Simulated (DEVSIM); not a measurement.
Device: abrupt Ge p-n junction, at 300 K.

Layer 1 from the left is Ge, thickness (μm) 11.0, Na (cm⁻³) 8.1e16, τn (s) 6.1e-7, τp (s) 6.1e-7. Layer 2 from the left is Ge, thickness (μm) 0.520, Nd (cm⁻³) 8.3e15, τn (s) 6.1e-7, τp (s) 6.1e-7.

Left contact: ohmic. Right contact: ohmic. Voltage is applied to the left contact. Recombination: SRH at mid-gap, radiative. Mobility is constant in doping.

This is a model device: material constants are rounded textbook-type values typed into the input, and sizes, dopings and lifetimes were drawn at random. Values at 300 K.

Ge: gap (eV) 0.664, affinity (eV) 4, permittivity 16, Nc (cm⁻³) 1.04e19, Nv (cm⁻³) 6e18, μn (cm²/Vs) 3900, μp (cm²/Vs) 1900, B (cm³/s) 6.4e-14.

Simulated with DEVSIM: 1D drift-diffusion, Boltzmann statistics, complete ionisation; no tunnelling, impact ionisation, image-force lowering or self-heating.

Task: What does the simulation give for the potential step across the device at zero bias, the dark forward voltage at 100 A/cm²?

Result: potential step across the device at zero bias 0.368 V; dark forward voltage at 100 A/cm² 0.243 V.
